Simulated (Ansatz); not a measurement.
# Point defect Y on the Hf site (Y_Hf) in monoclinic HfO2

Level of theory: PBE, PAW (plane waves to 420 eV; Ansatz, a program for electronic structure). Cell: 96 sites, 2×2×2; final energies on a 2×2×2 shifted mesh. Site at the start: the Hf site. Energies of charged states are corrected for periodic images (point charge plus alignment at distant sites). Dielectric constants: PBE linear response of the host. Host gap at this level: 4.04 eV. Finite-size and sampling errors can reach tenths of an eV here. PBE underestimates the host's gap, which shifts levels and can delocalise carriers. Spin–orbit coupling is left out, which matters for these heavy elements. Each state is the lowest found from its start.

```json
[
 {"charge": "+1†", "moment (μB)": "not spin-polarised", "point group": "–", "largest move off a lattice site (Å)": "0.14", "image correction with alignment (eV)": "-0.11"},
 {"charge": "0*", "moment (μB)": "1.0", "point group": "C1", "largest move off a lattice site (Å)": "0.13", "image correction with alignment (eV)": "–"},
 {"charge": "−1", "moment (μB)": "not spin-polarised", "point group": "C1", "largest move off a lattice site (Å)": "0.14", "image correction with alignment (eV)": "0.20"}
]
```

* At this level the carrier isn't localised at the defect: at charge 0 holes occupy the valence band. Such a state is shallow or no state of the defect, and this cell gives it no level.

† Not settled in this cell, so no level is given: charge +1: a level filled in part, carriers not clearly localised, level within 0.1 eV of a band edge or past it.

Point groups are those of the whole cell at tolerances of 0.03 and 0.1 Å ("near" where only the looser one holds); none is given for unsettled states.

Flagged in the runs: a host whose relaxation on this sampling wasn't shown to rest, a strain field that reaches the edge of the cell.

All states together cost around 8 core-hours (rough).
